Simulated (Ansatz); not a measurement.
## ZnS, response to strain

Take ZnS in the zinc blende structure (space group F-43m, No. 216; a = 5.297 Å) as the base. Axes: x, y, z lie along the cube axes.

Strains are applied to the cell and any free atomic positions relax; under biaxial strain the out-of-plane vector relaxes too.

All numbers come from LDA/PAW in Ansatz (a first-principles code), no SOC.

Notes on the quantities. pressure: mean of the normal stresses, compression positive.

| change | pressure | band gap | ratio −ε⊥/ε∥ |
|---|---|---|---|
| base | -0.01 GPa | 2.13 eV | – |
| biaxial strain −3.00 %, plane normal [001], relaxed out of plane | 2.21 GPa | 2.14 eV | 1.19 |
| biaxial strain −2.50 %, plane normal [001], relaxed out of plane | 1.81 GPa | 2.14 eV | 1.20 |
| biaxial strain −2.00 %, plane normal [001], relaxed out of plane | 1.43 GPa | 2.14 eV | 1.20 |
| biaxial strain −1.50 %, plane normal [001], relaxed out of plane | 1.05 GPa | 2.13 eV | 1.21 |
| biaxial strain −0.50 %, plane normal [001], relaxed out of plane | 0.34 GPa | 2.13 eV | – |
| biaxial strain +0.50 %, plane normal [001], relaxed out of plane | … | … | – |
| biaxial strain +1.00 %, plane normal [001], relaxed out of plane | -0.65 GPa | 2.04 eV | 1.24 |
| biaxial strain +2.00 %, plane normal [001], relaxed out of plane | -1.27 GPa | 1.95 eV | 1.24 |
| biaxial strain +3.00 %, plane normal [001], relaxed out of plane | -1.85 GPa | 1.88 eV | 1.25 |

Problem. Complete the table.

Solution. 
- biaxial strain +0.50 %, plane normal [001], relaxed out of plane, pressure: -0.33 GPa
- biaxial strain +0.50 %, plane normal [001], relaxed out of plane, band gap: 2.08 eV

No phonon test of stability was made.
